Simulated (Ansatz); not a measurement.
System: C (model structure, P6/m, No. 175, 24 atoms in the cell). Method: r²SCAN+rVV10 in Ansatz (plane waves, PAW).

Settings: plane-wave cutoff 560 eV, 6×6×14 k mesh (along the axes of the cell as run), Fermi–Dirac smearing 0.01 eV, scalar-relativistic PAW data made under PBE.

Cell (relaxed at this level):

Space group P6/m (No. 175); a = 11.284 Å, b = 11.284 Å, c = 2.455 Å, α = 90.00°, β = 90.00°, γ = 120.00°

```
atom  site  symmetry       x       y       z
----  ----  --------  ------  ------  ------
C       6j       m..  0.0126  0.3682  0.0000
C       6j       m..  0.4102  0.1313  0.0000
C       6k       m..  0.4189  0.1985  0.5000
C       6k       m..  0.0852  0.3974  0.5000
```

Question: Predict the band gap and Γ–Γ gap.

Answer: 
- band gap: 0.91 eV (on the SCF k mesh)
- Γ–Γ gap: 4.22 eV

Note: the relaxation could raise the start's symmetry but not lower it, so the cell can be a saddle point.

The computed numbers hold no vibrational or temperature effects.

The result took very roughly 20 core-minutes.

A model structure was made by putting elements into a prototype or built by hand; it is no filed structure, need not be a known phase, and can be a saddle point held by its symmetry.

Ansatz is a quantum-chemistry and plane-wave program.
